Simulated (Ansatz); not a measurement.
Cu on the 1x1 (110) surface of bcc W, one in a 1x1 cell, energies for each (7.2 Å²). Energies are against an atom of fcc Cu, without zero-point or thermal terms; each row is named by its start.

Method: PBE (plane waves to 420 eV, PAW; Ansatz, a first-principles code).

Problem. Which site binds most strongly?
A. bridge W-W (span 2.8 Å)
B. top W
C. bridge W-W (span 3.2 Å)

Solution. C, bridge W-W (span 3.2 Å). Adsorption energies: bridge W-W (span 3.2 Å) -0.30 eV; bridge W-W (span 2.8 Å) -0.01 eV; top W 0.40 eV.
